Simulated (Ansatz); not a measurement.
Fluorite CoSi2 was calculated with B3LYP (VWN-RPA form) (Ansatz, a first-principles code, PAW).

Numerical settings: plane-wave cutoff 460 eV, 10×10×10 k mesh, Fermi–Dirac smearing 0.05 eV, no spin polarisation, scalar-relativistic PAW data made under PBE.

Computed points:

```csv
V (Å³/atom),E − E_lowest (meV/atom)
12.153,20.86
12.555,2.99
12.792,0.00
13.112,3.63
13.432,15.02
```

What bulk modulus B0 and pressure derivative B′ does a third-order Birch–Murnaghan fit give?

V0 = 12.815 Å³/atom, B0 = 177 GPa, B′ = 4.6 (fit to the energies at full precision).

Measured, for comparison: equilibrium volume per atom 12.87 Å³/atom (room temperature, no zero-point or thermal correction; as tabulated in Hegde and Bowen (2014), arXiv:1405.1317). Computed (rounded) less measured: equilibrium volume per atom -0.5 %. A static lattice is as a rule a little smaller and stiffer than an uncorrected measurement, which narrows the difference in the equilibrium volume per atom and would widen misses of the other sign.

Note: the run has no spin polarisation, so it can have missed a magnetic state.
